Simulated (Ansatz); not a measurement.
Take MgTe in the wurtzite structure (space group P6_3mc, No. 186) as the base.

```yaml
crystal:
  lattice:
    - [4.60888, 0.00000, 0.00000]
    - [-2.30444, 3.99141, 0.00000]
    - [0.00000, 0.00000, 7.50008]
  atoms:
    - { symbol: Mg, position: [0.33333, 0.66667, 0.99978] }
    - { symbol: Mg, position: [0.66667, 0.33333, 0.49978] }
    - { symbol: Te, position: [0.33333, 0.66667, 0.37622] }
    - { symbol: Te, position: [0.66667, 0.33333, 0.87622] }
```

Cartesian axes are those of the cell as printed.

Computed with PBE (Ansatz, a quantum-chemistry and plane-wave program; PAW; 420 eV plane waves; no spin-orbit coupling).

Before the change:

The pressure is -0.1 kbar and the shortest interatomic distance is 2.818 Å.

Modification: tensile biaxial strain of 3.00 % in the plane normal to [001], as in epitaxy on a mismatched substrate; the out-of-plane cell vector and the atoms relax.

Task: How does this affect the out-of-plane strain?

Result: The out-of-plane strain amounts to -2.52 %.

Task: What happens to the pressure?

Result: The pressure (mean of the normal stresses, compression positive) decreases by 11.0 kbar (-0.1 kbar → -11.1 kbar).

Task: Predict the new shortest interatomic distance.

Result: The shortest interatomic distance grows by 0.012 Å to 2.830 Å.

No phonon test of stability was made.
